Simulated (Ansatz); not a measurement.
Start from AlN (space group P4_2/mnm, No. 136; a = 5.294 Å, c = 3.109 Å; a hypothetical phase, not in the database extracts checked). Axes: x, y, z lie along a, b, c of the conventional cell.

Perturbation: uniaxial strain ε_yy = −4.86 %, all other strain components held at zero, atoms relaxed at fixed cell.

Levels (all Ansatz, a first-principles code, PAW): PBEsol (420 eV, spin-orbit coupling left out); r2SCAN (500 eV, no SOC); HSE06 (420 eV, spin-orbit coupling left out).

One geometry, relaxed with PBEsol, under each level:

```tsv
level	band gap	lowest conduction level above the VBM at special points	pressure
PBEsol	3.96 eV	Γ 3.96 eV; R 5.12 eV; X 5.71 eV; T 5.90 eV	8.98 GPa
r2SCAN	?	?	?
HSE06	5.40 eV	Γ 5.40 eV; R 6.59 eV; X 7.23 eV	–
```

**Question.** Give the withheld r2SCAN results.

**Answer.** 
- r2SCAN, band gap: 4.67 eV
- r2SCAN, lowest conduction level above the VBM at special points: Γ 4.67 eV; R 5.90 eV; X 6.50 eV; T 6.75 eV
- r2SCAN, pressure: 7.94 GPa

Single points use the geometry relaxed with PBEsol. Their cutoffs differ, which shifts pressures a little. No phonon test of stability was made. k-point labels follow each cell's own Brillouin zone.
